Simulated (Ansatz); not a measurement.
## KZnF3: pressure 1.5 GPa

Start from KZnF3 in the cubic perovskite structure (space group Pm-3m, No. 221; a = 4.052 Å).

It is then changed as follows: a hydrostatic pressure of 1.5 GPa.

All numbers come from Kohn–Sham DFT with the PBEsol functional, run in Ansatz (a first-principles code) with PAW and 420 eV plane waves, spin-orbit coupling left out. Settings: 8×8×8 k-points, 0.05 eV Fermi–Dirac smearing.

| quantity | base | changed | shift |
|---|---|---|---|
| volume per atom | 13.31 Å³ | 13.07 Å³ | -0.24 Å³ |
| density | 4.03 g/cm³ | 4.10 g/cm³ | +0.07 g/cm³ |
| enthalpy H = E + PV relative to the base's energy | – | +0.12 eV/atom | – |
| band gap | 3.71 eV | 3.75 eV | +0.046 eV |
| gap character | indirect, R → Γ | indirect, R → Γ | – |
| smallest direct gap | 5.52 eV | 5.67 eV | +0.15 eV |
| mean gap deformation potential ΔEg/Δln V | – | -2.6 eV | – |
| electron mass | 0.44 mₑ (at Γ) | 0.44 mₑ (at Γ) | – |

Final structure:

```
CELL_PARAMETERS angstrom
      4.02819     0.00000     0.00000
      0.00000     4.02819     0.00000
      0.00000     0.00000     4.02819
ATOMIC_POSITIONS crystal
  K  0.00000 0.00000 0.00000
  Zn 0.50000 0.50000 0.50000
  F  0.50000 0.00000 0.50000
  F  0.00000 0.50000 0.50000
  F  0.50000 0.50000 0.00000
```

Load acts through the strain it causes; cell and atoms are relaxed under it. Effective masses come from finite differences of ±0.01 Å⁻¹. Whether these cells are dynamically stable was not tested. Many cubic perovskites are stable only at high temperature; tilts and polar distortions were not tested.
